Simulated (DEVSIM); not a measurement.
Device: Ru/SiO2/p-Si capacitor, at 250 K.

```
layer (left to right)  material  thickness (nm)  Na (cm⁻³)
---------------------  --------  --------------  ---------
1                          SiO2            2.60          -
2                            Si            7100     6.6e15
```

Metal gate on the left, work function 4.7 eV. Fixed charge at the semiconductor interface -8.4e10 cm⁻² (in units of +e); no interface traps.

The device is made up for the run: typed textbook-type constants, with dimensions and the other settings drawn at random. Values at 300 K; Nc and Nv go as T^1.5, mobilities as T to minus their exponent, the gap by Varshni's rule with the affinity fixed.

```csv
parameter,SiO2,Si
gap (eV),9,1.124
affinity (eV),0.9,4.05
permittivity,3.9,11.7
Nc (cm⁻³),-,2.86e19
Nv (cm⁻³),-,3.1e19
Varshni α (eV/K),-,0.000473
Varshni β (K),-,636
```

DEVSIM, 1D Poisson equation in equilibrium, Boltzmann statistics, complete ionisation; no quantum confinement or tunnelling. Metal contacts follow the ideal Schottky-Mott rule: no Fermi-level pinning, no interface dipoles.

Base results: capacitance of the dielectric stack (μF/cm²) 1.33; threshold voltage (band bending 2φF) (V) 0.52; minimum of the low-frequency capacitance (μF/cm²) 0.0285; flat-band voltage (V) -0.30.

Q: What follows from this one change: SiO2 thickness 0.0026 → 0.001 μm?

A: capacitance of the dielectric stack 1.33 → 3.45 μF/cm²; threshold voltage (band bending 2φF) 0.52 → 0.49 V; minimum of the low-frequency capacitance little changed (0.0287 μF/cm²); flat-band voltage little changed (-0.31 V).

Q: What follows from this one change: substrate doping 6.6e+15 → 6.6e+14 cm^-3?

A: capacitance of the dielectric stack little changed (1.33 μF/cm²); threshold voltage (band bending 2φF) 0.52 → 0.45 V; minimum of the low-frequency capacitance 0.0285 → 0.0102 μF/cm²; flat-band voltage -0.30 → -0.25 V.

Q: What follows from this one change: gate work function 4.7 → 4.85 eV?

A: capacitance of the dielectric stack little changed (1.33 μF/cm²); threshold voltage (band bending 2φF) 0.52 → 0.67 V; minimum of the low-frequency capacitance little changed (0.0288 μF/cm²); flat-band voltage -0.30 → -0.15 V.
